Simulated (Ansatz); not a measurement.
MoS2, pressure series

The parent structure is MoS₂ in the 2H-MoS2 type structure (space group P6_3/mmc, No. 194; a = 3.149 Å, c = 12.092 Å; layered, stacked along the Cartesian z axis).

Cell and atoms are relaxed at each pressure.

All numbers come from PBE-D3(BJ) in Ansatz (plane waves to 420 eV, PAW, no spin-orbit coupling), earlier PAW set.

| variant | c/a ratio | band gap | lattice parameter a |
|---|---|---|---|
| base | 3.839 | 0.78 eV | 3.149 Å |
| pressure −2 GPa | [?] | 1.04 eV | 3.170 Å |
| pressure −1 GPa | 3.897 | 0.87 eV | 3.159 Å |
| pressure 1.8 GPa | 3.775 | 0.64 eV | 3.133 Å |
| pressure 4.2 GPa | [?] | 0.51 eV | 3.114 Å |
| pressure 9 GPa | [?] | 0.30 eV | [?] |
| pressure 18 GPa | 3.636 | zero | 3.024 Å |
| pressure 30 GPa | 3.619 | zero | 2.964 Å |
| pressure 45 GPa | 3.618 | zero | 2.900 Å |
| pressure 60 GPa | 3.631 | zero | 2.845 Å |

**Question.** Fill in the withheld entries from the trend.

**Answer.** 
- pressure −2 GPa, c/a ratio: 4.012
- pressure 4.2 GPa, c/a ratio: 3.728
- pressure 9 GPa, c/a ratio: 3.676
- pressure 9 GPa, lattice parameter a: 3.079 Å

The mesh was chosen for an insulator and is coarse for the gapless case. Load acts through the strain it causes; cell and atoms are relaxed under it. Stability against distortions was not tested. Competing high-pressure phases were not computed. The final runs are not spin-polarised. The zero or small gap of MoS2 under pressure 18 GPa, MoS2 under pressure 30 GPa and MoS2 under pressure 45 GPa can change with the level of theory.

Ansatz is a quantum-chemistry and plane-wave program.
